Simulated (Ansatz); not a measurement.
System: Pb (Im-3m, No. 229, 1 atom in the cell; start mp-22692; another form than the element's usual one). Method: r²SCAN (plane waves, PAW; Ansatz, an electronic-structure program).

Numerical settings: plane-wave cutoff 560 eV, 20×20×20 k mesh, Fermi–Dirac smearing 0.05 eV, scalar-relativistic PAW data made under PBE.

Cell (relaxed at this level):

```
CELL_PARAMETERS angstrom
     -1.97966     1.97966     1.97966
      1.97966    -1.97966     1.97966
      1.97966     1.97966    -1.97966
ATOMIC_POSITIONS crystal
  Pb 0.00000 0.00000 0.00000
```

Task: Give the computed bulk modulus.

Result: 
bulk modulus: 44.8 GPa

The run finds no gap.

Note: the bulk modulus is −V dP/dV from two relaxed cells at ±2 % in volume; the relaxation could not lower the start's symmetry, so the cell can be a saddle point above a distorted one.

Spin–orbit coupling is not included; it can shift volumes and moduli of such heavy elements.

Static lattice: no zero-point or thermal effects.

A start named mp-… is a Materials Project structure, which need not be a measured phase.
